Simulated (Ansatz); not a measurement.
**A computed series for La: pressure series**

The parent structure is La (space group P6_3/mmc, No. 194; a = 3.661 Å, c = 11.718 Å).

Cell and atoms are relaxed at each pressure.

Level of theory: PBEsol, PAW, 420 eV (Ansatz, a quantum-chemistry and plane-wave program; no spin-orbit coupling), earlier PAW set.

Candidates:
(a) pressure 100 GPa
(b) pressure 30 GPa
(c) pressure 75 GPa

For the base:

| Item | Value |
|---|---|
| c/a ratio | 3.201 |

### Question
Order them by c/a ratio, highest first.

### Answer
(a) pressure 100 GPa (3.281), (c) pressure 75 GPa (3.276), (b) pressure 30 GPa (3.247)

Load acts through the strain it causes; cell and atoms are relaxed under it. Stability against distortions was not tested. Competing high-pressure phases were not computed.
